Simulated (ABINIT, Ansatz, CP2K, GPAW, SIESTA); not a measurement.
# One structure in several programs: TiAl3 (I4/mmm, 4 atoms in the cell)

Self-consistent single point.

```
TiAl3
1.0
   -1.94990     1.94990     4.36757
    1.94990    -1.94990     4.36757
    1.94990     1.94990    -4.36757
Ti Al
1 3
Direct
  0.00000   0.00000   0.00000
  0.50000   0.50000   0.00000
  0.75000   0.25000   0.50000
  0.25000   0.75000   0.50000
```

Shared settings, as Ansatz (a program for electronic structure) writes them: kpoints.mp_grid.grid = 8 8 8; scf.occupations.method = fermi_dirac; scf.occupations.width = 0.1 eV. Potentials and cutoffs stand in the table.

```csv
code,model,pressure (GPa),cutoff
CP2K,"PBEsol, GPW, TZVP-MOLOPT-SR-GTH basis, GTH-PBE potentials (GTH_POTENTIALS)",-4.94,grid 600 Ry
GPAW,"PBEsol, GPAW PAW datasets PBEsol (made by gpaw-setup)",-6.05,850 eV
Ansatz,"PBEsol, default PAW files made with PBE",-6.32,default
ABINIT,"PBEsol, PAW (JTH v2.0 PBE PAW, files made for PBE)",-6.07,30 Ha
SIESTA,"GGA PBEsol, numerical atomic orbitals TZP, PseudoDojo PBEsol standard norm-conserving potentials (rewritten from UPF to PSML)",-6.49,grid 350 Ry
```

On Ansatz's run: spin polarisation is off.

The spread over the programs that give each value: pressure within 1.55 GPa.

CP2K and SIESTA use small atom-centred bases, whose incompleteness enters pressures, forces and empty levels differently from a plane-wave cutoff. Ansatz's pressure is given at a fixed set of plane waves, as the other plane-wave codes print theirs; with its correction for the finite basis it is -6.27 GPa. In the pressure, CP2K (by 1.12) lies more than 1 GPa from the median of the plane-wave programs.

The starting cell comes from a database of computed structures (which also holds hypothetical and non-ambient phases and stackings), without a prior relaxation at this level. Its lattice was rescaled by a random factor within 2.5 % of one.

Left out of this page: Elk and FLEUR (not drawn, or without a comparable value).

Keys are those of Ansatz 0.2.
